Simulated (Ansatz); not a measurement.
**Effect of x(Zn) = 0.5, 4 atoms, Cmme on Fe**

Base system: Fe in the bcc (W type) structure (space group Im-3m, No. 229; a = 2.865 Å; ferromagnetic).

The other end (x = 1) is Zn in the bcc (W type) structure (space group Im-3m, No. 229; a model cell, its experimental status unchecked): 14.41 Å³/atom, gap zero; this end may not be an ambient phase.

It is then changed as follows: Zn replaces 50.0 % of the Fe, ordered in a cell of 4 atoms (starting symmetry Cmme) and fully relaxed.

Method: r2SCAN (Ansatz, a quantum-chemistry and plane-wave program; PAW; 500 eV plane waves; spin-orbit coupling left out). Γ-centred 19×19×6 mesh, Fermi–Dirac width 0.05 eV, for the changed cell.

```tsv
quantity	base	changed	shift
volume per atom	11.75 Å³	12.79 Å³	+1.04 Å³
density	7.89 g/cm³	7.87 g/cm³	-0.02 g/cm³
shortest interatomic distance	2.481 Å	2.480 Å	-0.0005 Å
band gap	zero	zero	–
magnetic state	ferromagnetic	ferromagnetic	–
largest site moment	2.79 μB	2.86 μB	+0.07 μB
mixing energy (to 0.01 eV only: unlike meshes or grids) (against an end that may be hypothetical)	–	-0.05 eV/atom	–
deviation of the volume from the linear (Vegard-type) interpolation	–	-2.2 %	–
```

Other magnetic orders, which the real material may have, were not ruled out. These are small ordered cells, not random alloys; other orderings at the same x differ. Stability against distortions was not tested. This is not the structure that Zn has at room temperature and ambient pressure.
